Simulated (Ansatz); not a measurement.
Start from WSi2 (space group I4/mmm, No. 139; relaxed with 0.1 eV smearing).

```
WSi2
1.0
   -1.61445     1.61445     3.93487
    1.61445    -1.61445     3.93487
    1.61445     1.61445    -3.93487
Si W
2 1
Direct
  0.66548   0.66548   0.00000
  0.33452   0.33452   0.00000
  0.00000   0.00000   0.00000
```

Calculations: PBE/PAW in Ansatz (a quantum-chemistry and plane-wave program), scalar-relativistic without spin-orbit coupling.

Before the change:

```
Property    Value
--------  -------
Pressure  0.0 GPa
Band gap     zero
```

It is then changed as follows: every lattice vector is shortened by 1.00 %; the atoms relax in the strained cell.

### Question
Predict the new energy relative to the base, pressure and band gap.

### Answer
The energy increases by 8.7 meV/atom; the pressure (mean of the normal stresses, compression positive) goes from zero to 7.0 GPa; the band gap remains zero.

No phonon test of stability was made. The final runs are not spin-polarised.
